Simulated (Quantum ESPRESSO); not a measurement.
Input and output of a self-consistent single point for MnCoN2 (R3m, 4 atoms in the cell) (Quantum ESPRESSO).

Method: PBEsol, GBRV 1.5 ultrasoft (PBESOL) pseudopotentials (plane waves; Quantum ESPRESSO).

The change in words: lattice scaled by 0.98. Reference geometry:
```
MnCoN2
1.0
    1.46372     0.84508     4.75274
   -1.46372     0.84508     4.75274
    0.00000    -1.69016     4.75274
Mn Co N
1 1 2
Direct
  0.18639   0.18639   0.18639
  0.69069   0.69069   0.69069
  0.06623   0.06623   0.06623
  0.56120   0.56120   0.56120
```

Reference input (self-consistent single point, DFT, PBEsol, plane waves, GBRV 1.5 ultrasoft (PBESOL) pseudopotentials): ecutwfc = 50 Ry; ecutrho = 400 Ry; occupations = smearing; smearing = gauss; degauss = 0.019992 Ry; K_POINTS = automatic 12 12 12 0 0 0; conv_thr = 1e-11 Ry. This run's input differs from it in these lines:

```diff
@@ -10,3 +10,3 @@
    ibrav = 0
-   celldm(1) = 9.53237820
+   celldm(1) = 9.34173024
    nat = 4
@@ -34,5 +34,5 @@
 CELL_PARAMETERS {alat}
-   0.29017269     0.16753128     0.94219588
-  -0.29017269     0.16753128     0.94219588
-   0.00000000    -0.33506256     0.94219588
+   0.29017274     0.16753131     0.94219586
+  -0.29017274     0.16753131     0.94219586
+   0.00000000    -0.33506262     0.94219586
```

The program printed (abridged):

```
     Self-consistent Calculation

     iteration #  1     ecut=    50.00 Ry     beta= 0.70

---- Real-time Memory Report at c_bands before calling an iterative solver
           165 MiB given to the printing process from OS
           136 MiB allocation reported by mallinfo(arena+hblkhd)
------------------

     total energy              =    -543.37543379 Ry
     estimated scf accuracy    <       9.33489880 Ry

     iteration #  2     ecut=    50.00 Ry     beta= 0.70

---- Real-time Memory Report at c_bands before calling an iterative solver
           275 MiB given to the printing process from OS
   [... lines left out ...]

---- Real-time Memory Report at c_bands before calling an iterative solver
           277 MiB given to the printing process from OS
           169 MiB allocation reported by mallinfo(arena+hblkhd)
------------------

     total energy              =    -549.59121779 Ry
     estimated scf accuracy    <          2.1E-11 Ry

     iteration # 20     ecut=    50.00 Ry     beta= 0.70

---- Real-time Memory Report at c_bands before calling an iterative solver
           277 MiB given to the printing process from OS
           169 MiB allocation reported by mallinfo(arena+hblkhd)
------------------
     End of self-consistent calculation

     the Fermi energy is    17.3597 ev

!    total energy              =    -549.59121779 Ry
     estimated scf accuracy    <          7.1E-12 Ry
     smearing contrib. (-TS)   =      -0.00702112 Ry
     internal energy E=F+TS    =    -549.58419667 Ry

     convergence has been achieved in  20 iterations

     Forces acting on atoms (cartesian axes, Ry/au):

     atom    1 type  1   force =     0.00000000    0.00000000    0.01561402
     atom    2 type  2   force =    -0.00000000   -0.00000000   -0.00828952
     atom    3 type  3   force =     0.00000000    0.00000000   -0.02702743
     atom    4 type  3   force =     0.00000000    0.00000000    0.01970294

     Total force =     0.037831     Total SCF correction =     0.000011

          total   stress  (Ry/bohr**3)                   (kbar)     P=      404.25
   0.00272321  -0.00000000  -0.00000000          400.60       -0.00       -0.00
   0.00000000   0.00272321   0.00000000            0.00      400.60        0.00
   0.00000000   0.00000000   0.00279769            0.00        0.00      411.55

   JOB DONE.
```

The run converged in 20 iterations. Against the reference run the free energy goes up by 91.2 meV/atom, the pressure goes from 16.06 to 40.43 GPa and the largest force goes from 0.371 to 0.695 eV/Å.

The starting cell comes from a database of computed structures (which also holds hypothetical and non-ambient phases and stackings), without a prior relaxation at this level. Its lattice was rescaled by a random factor within 2.5 % of one. For this run, on top of that: lattice scaled by 0.98. Spin polarisation is off, so a magnetic state, if there is one, cannot be reached. With a pressure of about 40 GPa the cell is away from its equilibrium volume at this level.

Cost on one core of a shared machine: roughly 4 min.
